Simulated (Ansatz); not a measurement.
# Response to strain in Mo

Take Mo in the bcc (W type) structure (space group Im-3m, No. 229; a = 3.151 Å; relaxed with 0.1 eV smearing) as the base. Axes: x, y, z lie along the cube axes.

Strains are applied to the cell and any free atomic positions relax; under biaxial strain the out-of-plane vector relaxes too.

Method: r2SCAN (Ansatz, an electronic-structure program; PAW; 500 eV plane waves; no SOC).

Notes on the quantities. energy relative to the base: free energy F.

```tsv
biaxial strain, plane normal [001], relaxed out of plane (%)	energy relative to the base (meV/atom)
0	0.0
0.5	?
1	5.2
1.5	11.6
2	20.4
2.5	31.5
3	44.9
```

Problem. Fit ΔE = Aε² + Bε³ (ε in %) to the rows shown and predict the withheld row.

Solution. Least squares on the printed values gives A = 5.32 and B = -0.11 meV/atom (largest residual 0.0 meV/atom); this predicts 1.3 meV/atom, and the run gives 1.3 meV/atom, in agreement.

Stability against distortions was not tested. All final runs are without spin polarisation.
